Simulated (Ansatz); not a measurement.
# Band gap (eV)

Cell A: Si (diamond, Fd-3m), 2 atoms in the cell, k-point mesh 12×12×12 on the run's own vectors. Conventional cell: a = b = c = 5.4698 Å, α = β = γ = 90.00°.

Cell B: NaCl (rock salt, Fm-3m), 2 atoms in the cell, k-point mesh 10×10×10 on the run's own vectors. Conventional cell: a = 5.695 Å, b = 5.695 Å, c = 5.695 Å, α = 90.00°, β = 90.00°, γ = 90.00°.

Cell C: LiF (rock salt, Fm-3m), 2 atoms in the cell, k-point mesh 14×14×14 on the run's own vectors. Conventional cell: a = 4.0671 Å, b = 4.0671 Å, c = 4.0671 Å, α = 90.00°, β = 90.00°, γ = 90.00°.

All numbers come from Ansatz (a first-principles code), plane waves with PAW, its default PAW set, cutoff 420 eV, 500 eV for r2SCAN. The structures are at rest with PBE; other levels are single points on them. HSE06 runs on coarser k-point meshes, which give the PBE gaps of the finer ones within 0.03 eV. Neutral cells; Fermi-Dirac smearing of at most 0.05 eV in the solids, energies taken to zero width. The lattices are those relaxed with PBE, so at other levels the solids can be strained, which adds to the spread. A dispersion term ran beside these levels; it doesn't touch the electrons. Gaps are highest filled to lowest empty Kohn-Sham level on the run's k-point mesh, states of defects and surfaces included; edges off the mesh make the true gap smaller, and under 0.08 eV counts as none.

| system | PBE | r2SCAN | HSE06 |
|---|---|---|---|
| A | 0.61 (indirect) | 0.79 (indirect) | 1.17 |
| B | 5.00 (direct) | 5.78 (direct) | (withheld) |
| C | 8.84 (direct) | 9.80 (direct) | (withheld) |

Task: Some entries are withheld; supply them.

Result: 
- B, HSE06: 6.36
- C, HSE06: 11.13
